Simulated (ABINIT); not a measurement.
Band structure of SrAlSi (P-6m2, 3 atoms in the cell).

```
CELL_PARAMETERS angstrom
      4.24978     0.00000     0.00000
     -2.12489     3.68042     0.00000
      0.00000     0.00000     4.77950
ATOMIC_POSITIONS crystal
  Sr 0.00000 0.00000 0.00000
  Al 0.66667 0.33333 0.50000
  Si 0.33333 0.66667 0.50000
```

Computed with PBEsol, norm-conserving pseudopotentials (PseudoDojo nc-sr-04 PBEsol standard) (plane waves; ABINIT 10.0.3).

Settings: pseudos = [Sr.upf, Al.upf, Si.upf]; ecut = 34 Ha; occopt = 7; tsmear = 0.00367493 Ha; ngkpt = 6 6 5; nshiftk = 1; shiftk = 0 0 0; potentials = PseudoDojo nc-sr-04 PBEsol standard; kptopt = 1; nstep = 50; toldfe1 = 1e-09 Ha; ndtset = 2; getden2 = 1.

The starting cell comes from a database of computed structures (which also holds hypothetical and non-ambient phases and stackings), without a prior relaxation at this level.

Levels in eV from the Fermi level, bands 5 to 12:
```json
[
 {"point": "Γ", "5": "-9.59", "6": "-1.65", "7": "-1.20", "8": "-1.20", "9": "-0.34", "10": "0.99", "11": "2.53", "12": "2.53"},
 {"point": "M", "5": "-7.80", "6": "-5.89", "7": "-2.02", "8": "-1.38", "9": "-0.49", "10": "1.48", "11": "2.75", "12": "3.08"},
 {"point": "K", "5": "-7.47", "6": "-5.60", "7": "-4.11", "8": "-0.92", "9": "0.03", "10": "2.10", "11": "2.61", "12": "3.41"},
 {"point": "A", "5": "-9.02", "6": "-4.10", "7": "-0.86", "8": "-0.86", "9": "1.39", "10": "1.39", "11": "1.53", "12": "2.64"},
 {"point": "L", "5": "-7.86", "6": "-5.40", "7": "-2.35", "8": "-1.79", "9": "-1.12", "10": "0.92", "11": "3.71", "12": "5.01"},
 {"point": "H", "5": "-7.54", "6": "-5.70", "7": "-3.36", "8": "-1.51", "9": "-0.77", "10": "2.19", "11": "4.15", "12": "4.65"}
]
```

Bands cross the Fermi level along this path, so the cell is metallic at this level.
